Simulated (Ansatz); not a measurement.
## Hypothetical fluorite TeO2, thickness series

The reference is TeO2 in the fluorite structure (space group Fm-3m, No. 225; a = 5.3237 Å; a hypothetical phase, not in the database extracts checked). Axes: x, y, z lie along the cube axes.

Free-standing slabs (3 atom(s) a layer) normal to [111] with 15 Å of vacuum; in-plane cell held at bulk.

Level of theory: PBEsol (Ansatz, a first-principles code, PAW, without spin-orbit coupling).

Computed cases, in order: 1 layer; 2 layers; 3 layers; 4 layers; 5 layers; 6 layers.

### Question
Between which two neighbouring cases does the gap turn between direct and indirect?

### Answer
Between 1 layer (0.71 eV, direct at M) and 2 layers (2.05 eV, indirect, M–K (67 % along) → k = (0, 0.300, 0) in the run's primitive reciprocal basis). The whole series: 1 layer: 0.71 eV, direct at M; 2 layers: 2.05 eV, indirect, M–K (67 % along) → k = (0, 0.300, 0) in the run's primitive reciprocal basis; 3 layers: 1.19 eV, indirect, M → k = (0, 0.300, 0) in the run's primitive reciprocal basis; 4 layers: 1.62 eV, indirect, k = (0.200, -0.400, 0) in the run's primitive reciprocal basis → k = (0, 0.300, 0) in the run's primitive reciprocal basis; 5 layers: 1.16 eV, indirect, M → k = (0, 0.300, 0) in the run's primitive reciprocal basis; 6 layers: 1.37 eV, indirect, k = (0.200, -0.400, 0) in the run's primitive reciprocal basis → k = (0, 0.300, 0) in the run's primitive reciprocal basis.

With Te present, leaving out spin-orbit coupling can change the band edges. Stability against distortions was not tested. Labels are those of the standard path for the cell's own space group.
